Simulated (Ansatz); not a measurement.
The parent structure is SnS₂ in the CdI2 type structure (space group P-3m1, No. 164; a = 3.626 Å, c = 5.574 Å; layered, stacked along the Cartesian z axis).

Method: PBEsol-D3(BJ) (Ansatz, a quantum-chemistry and plane-wave program), no SOC, earlier PAW set.

For the base:

| Quantity | Value |
|---|---|
| Lattice parameter a | 362.6 pm |
| Band gap | 0.96 eV |

It is then changed as follows: every S is replaced by Se, then cell and atoms are relaxed.

Tabulated Pauling electronegativity and covalent radius: S 2.58, 1.05 Å; Se 2.55, 1.20 Å.

How does this affect the lattice parameter a and band gap?

The lattice parameter a grows by 16.8 pm, from 362.6 pm to 379.4 pm; the band gap changes from 0.96 eV to zero.

Stability against distortions was not tested. The final runs are not spin-polarised. Gaps under 0.05 eV, about the width of the smearing, are given as zero. A zero or small gap of SnSe2 can be the functional's error rather than a property of the material.
